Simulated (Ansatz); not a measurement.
Consider the following.

End structure of the (210) surface of zinc-blende InSb in its 1x1 cell (cut with top plane In, bottom plane In), relaxed from an ideal cut (the real face may reconstruct), outermost plane spacing 0.74 Å in the ideal cut (one of several cuts of this face), with 1 In a cell over the bulk's ratio (in the relaxation Sb ended outermost):

```xyz
17
Lattice="6.6375 0.0000 0.0000 -3.3188 7.4210 0.0000 0.0000 0.0000 28.0000" Properties=species:S:1:pos:R:3 pbc="T T T"
In     1.0315     3.8720     8.9572
Sb     1.6458     6.7826     8.5615
In     3.2878     1.4019     9.7659
Sb    -1.7424     3.7691    10.1699
In     3.1535     6.0361    10.8916
Sb     1.4338     0.7956    11.8660
In    -0.3021     3.0127    12.5478
Sb     1.5021     5.1926    13.1530
In     3.2117     0.0000    14.0000
Sb     4.8209     2.2284    14.8470
In     3.0167     4.4083    15.4522
Sb    -1.8850     6.6255    16.1340
In    -0.1653     1.3848    17.1085
Sb     1.5763     3.6519    17.8300
In    -0.0311     6.0190    18.2342
Sb     4.9645     0.6383    19.4385
In     4.3503     3.5490    19.0428
```

Model: 17-atom slab, In9Sb8, 11.9 Å thick at the start, 4x4x1 mesh, Fermi-Dirac 0.025 eV, dipole correction, all atoms relaxed; start symmetry kept, larger cells not searched; spin-polarised from one start with parallel moments (other orders not tried), no spin-orbit, no U. The slab shows no gap over 0.04 eV on its mesh. The starting moment vanished.

Problem. What work function of the top face does Ansatz (a program for electronic structure) with PBE give?

Solution. 4.52 eV
